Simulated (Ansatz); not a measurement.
**SrCl$_{2}$ in the fluorite structure (space group Fm-3m, No. 225)**

```
SrCl2
1.0
    0.00000     3.52054     3.52054
    3.52054     0.00000     3.52054
    3.52054     3.52054     0.00000
Sr Cl
1 2
Cartesian
  0.00000   0.00000   0.00000
  5.28081   5.28081   5.28081
  1.76027   1.76027   1.76027
```

Computed with PBE in Ansatz (plane waves to 420 eV, PAW, scalar-relativistic without spin-orbit coupling). k-mesh 8×8×8 (Γ-centred); smearing 0.05 eV (Fermi–Dirac).

```json
{
 "volume_per_atom": "29.09 Å³",
 "density": "3.02 g/cm³",
 "band_gap": "5.24 eV, indirect, X → Γ",
 "electron_mass": "0.38 mₑ",
 "total_energy": "-1903.577 eV/atom (σ→0; compares only within this code and set-up)"
}
```

Masses are band curvatures over ±0.01 Å⁻¹ around the edge. Gaps are Kohn–Sham eigenvalue differences; semilocal functionals usually give less than the measured gap. Stability against distortions was not tested.

Ansatz is a quantum-chemistry and plane-wave program.
